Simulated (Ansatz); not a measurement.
Structures of equal composition on the (111) surface of fcc Au: a layer of Cu in place of the second plane; a layer of Cu in place of the third plane. The slabs share one bottom face, and each structure is named by its start. These are constructed structures in small cells; real faces may alloy, dewet or reconstruct in larger ones, and not all known structures of the face are among them. Slabs of about 12 Å with all that they carry, Fermi-Dirac smearing of 0.1 eV. Bottom of the slabs: a bare face, its two planes held. Relaxed from the named starts with such symmetry as they have, on meshes of like density; energies extrapolated to zero smearing; no spin-orbit coupling, no U. Spin-polarised runs, if any, are marked in brackets, and their order is one that fits the cell; the others ran without spin.

Calculation: PBE (plane waves to 420 eV, PAW; Ansatz, a quantum-chemistry and plane-wave program).

Q: Rank these by energy per 1x1 cell (lowest first), as PBE gives it.

A: a layer of Cu in place of the second plane (0.000 eV), a layer of Cu in place of the third plane (0.030 eV)
